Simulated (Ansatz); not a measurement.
# Effective masses and thermopower of SrTiO3 (Pm-3m)

Given:

```yaml
crystal:
  lattice:
    - [3.89113, 0.00000, 0.00000]
    - [0.00000, 3.89113, 0.00000]
    - [0.00000, 0.00000, 3.89113]
  atoms:
    - { symbol: Sr, position: [0.00000, 0.00000, 0.00000] }
    - { symbol: Ti, position: [0.50000, 0.50000, 0.50000] }
    - { symbol: O, position: [0.50000, 0.00000, 0.50000] }
    - { symbol: O, position: [0.00000, 0.50000, 0.50000] }
    - { symbol: O, position: [0.50000, 0.50000, 0.00000] }
```

All values below come from PBEsol with spin-orbit coupling, rigid bands (plane waves, PAW; Ansatz, a quantum-chemistry and plane-wave program). Geometry: cell and atoms relaxed with PBEsol.

- band gap: 1.84 eV
- electron conductivity mass (300 K, dilute): 0.65 mₑ
- hole conductivity mass (300 K, dilute): 1.86 mₑ
- effective density of states N_c (300 K): 5.7e19 cm⁻³
- effective density of states N_v (300 K): 2.4e20 cm⁻³
- density-of-states mass, electrons: 1.73 mₑ
- density-of-states mass, holes: 4.4 mₑ
- Seebeck coefficient, n-type 1e19 cm⁻³, 300 K: -391 μV/K
- Seebeck coefficient, p-type 1e19 cm⁻³, 300 K: 514 μV/K

Rigid bands; masses and Seebeck coefficients take one relaxation time τ for all states and one kind of carrier; polarons and phonon drag are left out.
